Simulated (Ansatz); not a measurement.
# Habitual settings against a tight run: Ti3Ga (I4/mmm, 4 atoms in the cell)

Self-consistent single point.

```
Ti3Ga
1.0
   -2.00020     2.00020     4.36896
    2.00020    -2.00020     4.36896
    2.00020     2.00020    -4.36896
Ti Ga
3 1
Direct
  0.75000   0.25000   0.50000
  0.25000   0.75000   0.50000
  0.50000   0.50000   0.00000
  0.00000   0.00000   0.00000
```

Method: PBEsol, PAW files made with PBE (plane waves; Ansatz, a program for electronic structure).

Base settings: basis.ecutwfc = 420 eV; kpoints.mp_grid.grid = 14 14 14; hamiltonian.xc = pbesol; hamiltonian.pseudopotentials = {kind: paw} (the program's default PAW files); scf.occupations.method = methfessel_paxton; scf.occupations.width = 0.136 eV.

Tight run (finer mesh or higher cutoff; not a proven limit): basis.ecutwfc: 420 eV → 590 eV; kpoints.mp_grid.grid: 14 14 14 → 19 19 19; scf.convergence.dr2_threshold: default (1e-07 eV) → 1e-09 eV. It gave Fermi level (on the code's own zero) 12.21 eV; pressure -10.65 GPa.

Quick runs, as changes from the base:
- A: the base itself
- B: basis.ecutwfc: 420 eV → 335 eV; kpoints.mp_grid.grid: 14 14 14 → 6 6 6; scf.occupations.method: methfessel_paxton → fermi_dirac; scf.occupations.width: 0.136 eV → 0.5 eV; kpoints.mp_grid.shift: default → 0.5 0.5 0.5; scf.convergence.dr2_threshold: default (1e-07 eV) → 0.001 eV
- C: basis.ecutwfc: 420 eV → 250 eV; kpoints.mp_grid.grid: 14 14 14 → 3 3 3; hamiltonian.xc: pbesol → lda [LDA (PW92)]
- D: basis.ecutwfc: 420 eV → 295 eV; kpoints.mp_grid.grid: 14 14 14 → 8 8 8; hamiltonian.xc: pbesol → lda; scf.occupations.width: 0.136 eV → 0.2 eV; scf.convergence.dr2_threshold: default (1e-07 eV) → 0.0001 eV [LDA (PW92)]
- E: basis.ecutwfc: 420 eV → 335 eV; kpoints.mp_grid.grid: 14 14 14 → 2 2 2
- F: basis.ecutwfc: 420 eV → 210 eV; kpoints.mp_grid.grid: 14 14 14 → 8 8 8; scf.occupations.method: methfessel_paxton → gaussian; kpoints.mp_grid.shift: default → 0.5 0.5 0.5; scf.convergence.dr2_threshold: default (1e-07 eV) → 0.001 eV

Energies are extrapolated to zero smearing width, which holds to low order in the width alone.

Dashes: energy of C, D, another energy zero.

† marks runs with another functional, U, potentials or spin treatment: their distance from the tight run is not a convergence error alone.

The count of work is k-points × plane waves × bands × iterations; it is no time. 

Pressures in the table are Ansatz's without its Pulay estimate, at a fixed set of plane waves; the tight run's value above holds the estimate.

The starting cell comes from a database of computed structures (which also holds hypothetical and non-ambient phases and stackings), without a prior relaxation at this level. Its lattice was rescaled by a random factor within 2.5 % of one. Spin polarisation is off. In the base run, with a pressure of about -11 GPa the cell is away from its equilibrium volume at this level.

```
run  energy less tight (meV/atom)  pressure less tight (GPa)  count of work / tight
---  ----------------------------  -------------------------  ---------------------
A                             1.5                      -0.02                   0.22
B                             9.1                       3.71                  0.015
C†                              –                     -45.19                 0.0022
D†                              –                     -11.91                  0.025
E                            94.6                       0.59                 0.0023
F                          2807.6                    -128.89                  0.012
```

Among the runs at the tight run's level, the energy misses run from 1.5 to 2807.6 meV/atom.

Keys are those of Ansatz 0.2.
